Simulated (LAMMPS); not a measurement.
Pressure dependence of InP (zinc blende) at 810 K, from the crystal.

All values are model results, not measurements: MD with a machine-learned potential, pair style snap, file InP_JCPA2020.snap, run in LAMMPS.

```csv
P (GPa),state,volume,coordination number of In by P
0,crystal; no diffusion seen in 15 ps,25.240 ± 0.007 Å³/atom,4.00 (counted to 3.26 Å)
2,crystal; no diffusion seen in 15 ps,24.424 ± 0.007 Å³/atom,4.00 (counted to 3.46 Å)
5,crystal; no diffusion seen in 15 ps,23.435 ± 0.007 Å³/atom,4.00 (counted to 3.34 Å)
```

Caution: a run this short can hold a crystal over, or a liquid under, the potential's own melting point, which these runs don't give.

Estimate the isothermal bulk modulus at zero pressure. A parabola P(ln V) through the three points gives −dP/d ln V = 56 GPa at zero pressure.

States go by the mean squared displacement: a species diffuses where it passes 1.5 Å², still rises and gives D over 1e-6 cm²/s; a crystal has left its structure where atoms lie 0.35 Å off their sites on average or a cubic box changes its shape by 3 %, or the axial ratios of another lie 8 % off the starting cell's, which the potential's own relaxation can also do.

Errors shown are sampling errors alone.
